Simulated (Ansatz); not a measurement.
A 16-atom cell of (Ni,Pt)Ge started in the MnP type structure, site fractions Ni 0.750, Pt 0.250, short-range order 0.00 among the nearest mixed sites of the first mixed sublattice (0 is random, a negative value favours unlike neighbours), space group P-1 at the end. The mixed sublattice has 8 sites.

The mixing enthalpy is taken against the end members in the MnP type type (which need not be the stable form of every end member), relaxed in the same cell and mesh.

Level of theory: PBE (plane waves to 420 eV, PAW; Ansatz, a first-principles code). No spin–orbit coupling; the runs are not spin-polarised. Its k-point mesh 6×6×6, Fermi–Dirac width 0.05 eV.

```json
[
 {"cell": "NiGe", "energy at zero smearing (eV)": "-81082.512"},
 {"cell": "PtGe", "energy at zero smearing (eV)": "-134551.459"},
 {"cell": "Ni3PtGe4", "energy at zero smearing (eV)": "-94449.690"}
]
```

### Question
Work out the mixing enthalpy per mixed site and the interaction parameter Ω of a regular solution.

### Answer
With x = 2/8 of the second end member, ΔH = [-94449.690 − 6/8 × (-81082.512) − 2/8 × (-134551.459)] / 8 = 7.3 meV against the separate end members. Ω = ΔH / x(1 − x) = 39 meV.
